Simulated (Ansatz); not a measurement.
## What tensor shear ε_yz = +1.95 % does to hypothetical P4_2/mnm WTe2

Base system: WTe2 (space group P4_2/mnm, No. 136; a = 6.6512 Å, c = 3.6767 Å; a hypothetical phase, not in the database extracts checked). Axes: x, y, z lie along a, b, c of the conventional cell.

It is then changed as follows: a pure shear with ε_yz = ε_zy = 0.0195, atoms relaxed at fixed cell.

Calculations: Ansatz (a quantum-chemistry and plane-wave program), PBE, PAW, cutoff 420 eV, spin-orbit coupling left out, earlier PAW set. k-mesh 7×7×13 (Γ-centred); smearing 0.05 eV (Fermi–Dirac).

The volume per atom is nearly the same (27.11 Å³ against 27.10 Å³) and the space group becomes P2_1/c (No. 14) (base: P4_2/mnm (No. 136)). The shortest interatomic distance hardly moves (5.103 bohr against 5.105 bohr) and the energy increases by 6.3 meV/atom. The pressure (mean of the normal stresses, compression positive) is nearly the same (0.0 GPa against 0.1 GPa) and the band gap is still zero. The largest internal atomic displacement amounts to 0.037 Å and the stress (xx, yy, zz, yz, xz, xy; compression positive) comes out as (0.1, 0.0, 0.1, -1.9, 0.0, 0.0) GPa (rough).

Final structure:

```
WTe2
1.0
    6.65119     0.00000     0.00000
    0.00000     6.65119     0.12970
    0.00000     0.07170     3.67670
W Te
2 4
Cartesian
  3.32560   3.36144   1.90320
  0.00000   0.00000   0.00000
  5.23487   5.27104   1.97739
  1.90927   4.74160   0.05550
  4.74192   1.90959   0.07420
  1.41632   1.45185   1.82900
```

Cost of the whole job for the changed cell (relaxation, final SCF and bands): roughly 2.2 core-minutes.

Without a gap, meshes like the base's 7×7×13 leave anisotropic stresses uncertain by several tenths of a GPa, and small strain energies with them. The cells carry an imposed strain or load. Whether these cells are dynamically stable was not tested. All final runs are without spin polarisation. WTe2 has a high density of states at the Fermi level and may be magnetic at this level.
